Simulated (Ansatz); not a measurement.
Results of HSE06 in Ansatz (PAW) for L1₂ (Cu3Au-type) Al₃Sc.

Run with plane-wave cutoff 460 eV, 8×8×8 k mesh, Fermi–Dirac smearing 0.05 eV, scalar-relativistic PAW data made under PBE.

A third-order Birch–Murnaghan fit to the energies gives V0 = 17.139 Å³/atom, B0 = 91.7 GPa, B′ = 4.2.

```json
[
 {"V (Å³/atom)": "16.292", "P (GPa)": "5.17"},
 {"V (Å³/atom)": "16.721", "P (GPa)": "2.39"},
 {"V (Å³/atom)": "16.962", "P (GPa)": "(withheld)"},
 {"V (Å³/atom)": "17.579", "P (GPa)": "(withheld)"},
 {"V (Å³/atom)": "18.007", "P (GPa)": "-4.08"}
]
```

Estimate the withheld pressures from this fit; the answers are the runs' own values.


- 16.962, P (GPa): 0.97
- 17.579, P (GPa): -2.20

The formula P = (3/2) B0 (x^(7/3) − x^(5/3)) [1 + (3/4)(B′ − 4)(x^(2/3) − 1)] with x = V0/V meets the computed pressures within 0.01 GPa when these rounded values are put in.

Measured, for comparison: bulk modulus 91.5 ± 1 GPa (298 K, not corrected to a static lattice, polycrystal; as tabulated in A Combined Experimental and First-Principles Based Assessment of …); equilibrium volume per atom 17.27 Å³/atom (room temperature, not corrected to a static lattice; as tabulated in A Combined Experimental and First-Principles Based Assessment of …). Computed (rounded) less measured: bulk modulus +0.2 % (inside the measured uncertainty), equilibrium volume per atom -0.8 %. A static lattice is as a rule a little smaller and stiffer than an uncorrected measurement, which narrows the difference in the equilibrium volume per atom and would widen misses of the other sign.

Computed values are for the static lattice.

Ansatz is a quantum-chemistry and plane-wave program.
